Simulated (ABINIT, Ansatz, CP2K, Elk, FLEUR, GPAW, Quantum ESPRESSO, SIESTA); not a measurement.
## One structure in several programs: Al2Au (Fm-3m, 3 atoms in the cell)

Self-consistent single point, at a second geometry (lattice scaled by 0.98). First geometry:

```yaml
crystal:
  lattice:
    - [0.00000, 3.04317, 3.04317]
    - [3.04317, 0.00000, 3.04317]
    - [3.04317, 3.04317, 0.00000]
  atoms:
    - { symbol: Al, position: [0.25000, 0.25000, 0.25000] }
    - { symbol: Al, position: [0.75000, 0.75000, 0.75000] }
    - { symbol: Au, position: [0.00000, 0.00000, 0.00000] }
```

Shared settings, as Ansatz (a first-principles code) writes them: kpoints.mp_grid.grid = 9 9 9; scf.occupations.method = fermi_dirac; scf.occupations.width = 0.1 eV. Potentials and cutoffs stand in the table.

```
code                                                                                                                                model  ΔF from the first geometry (meV/atom)  pressure (GPa)           cutoff
----------------  -----------------------------------------------------------------------------------------------------------------------  -------------------------------------  --------------  ---------------
ABINIT                                                           PBE, norm-conserving pseudopotentials (PseudoDojo nc-sr-05 PBE standard)                                   12.5            5.46            38 Ha
Elk                                        PBE, all-electron FP-LAPW, Elk's shipped species files, APW+lo basis with extra local orbitals                                   15.0               –       rgkmax 7.5
GPAW                                                                                         PBE, GPAW PAW datasets PBE (gpaw-data 1.0.1)                                   16.4            6.09           600 eV
CP2K                                                              PBE, GPW, DZVP-MOLOPT-SR-GTH basis, GTH-PBE potentials (GTH_POTENTIALS)                                   23.0            7.10      grid 500 Ry
SIESTA            GGA PBE, numerical atomic orbitals TZP, PseudoDojo PBE standard norm-conserving potentials (rewritten from UPF to PSML)                                   13.2            5.54      grid 350 Ry
Ansatz                                                                                                             PBE, default PAW files                                   13.8            5.62           420 eV
FLEUR                                                                        PBE, all-electron FLAPW (FLEUR), scalar-relativistic valence                                   14.2               –  Kmax 4.5 1/bohr
Quantum ESPRESSO                                                          PBE, PseudoDojo standard norm-conserving (PBE) pseudopotentials                                   12.5            5.46            80 Ry
```

A dash marks a value that a program does not give, or that is left out as unsure.

On Ansatz's run: spin-orbit coupling is off.

The spread over the programs that give each value: ΔF from the first geometry within 10.5 meV/atom; pressure within 1.64 GPa.

CP2K and SIESTA use small atom-centred bases, whose incompleteness enters pressures, forces and empty levels differently from a plane-wave cutoff. Elk and FLEUR treat all electrons, but the usual bases taken here (sphere radii, linearisation, local orbitals, empty states) were not tested for convergence, so the values are no reference for the others. Ansatz's pressure is given at a fixed set of plane waves, as the other plane-wave codes print theirs; with its correction for the finite basis it is 5.68 GPa. In the pressure, CP2K (by 1.55) lies more than 1 GPa from the median of the plane-wave programs.

The starting cell comes from a database of computed structures (which also holds hypothetical and non-ambient phases and stackings), without a prior relaxation at this level. Its lattice was rescaled by a random factor within 2.5 % of one. For this run, on top of that: lattice scaled by 0.98.

Keys are those of Ansatz 0.2.
